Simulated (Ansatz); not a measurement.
The cell is made up: elements placed on another compound's structure type, so the phase may be hypothetical.

By PBEsol, the system below comes out a metal.

Without scattering a metal conducts by its projected Fermi surface.

Consider the following.

```
Ti2B2Si
1.0
    3.00447     0.00000     0.00000
   -1.50223     5.18562     0.00000
    0.00000     0.00000     3.35196
Si Ti B
1 2 2
Cartesian
  0.00000   0.00000   0.00000
  0.00000   3.78339   1.67598
  1.50223   1.40222   1.67598
  0.00000   2.15126   0.00000
  1.50223   3.03436   0.00000
```

Space group of this cell: Cmmm. The cell was relaxed by PBE-D3(BJ); by PBEsol its mean pressure is 2.7 GPa.

The current flows along the normal of the first two printed cell vectors. No spin-orbit coupling; the value is a mean over 0.1 eV about the Fermi level.

Problem. Estimate the ballistic conductance per area that PBEsol (Ansatz, a quantum-chemistry and plane-wave program) returns for this system.

Solution. 0.91 × 10¹⁵ S/m² for both spins.
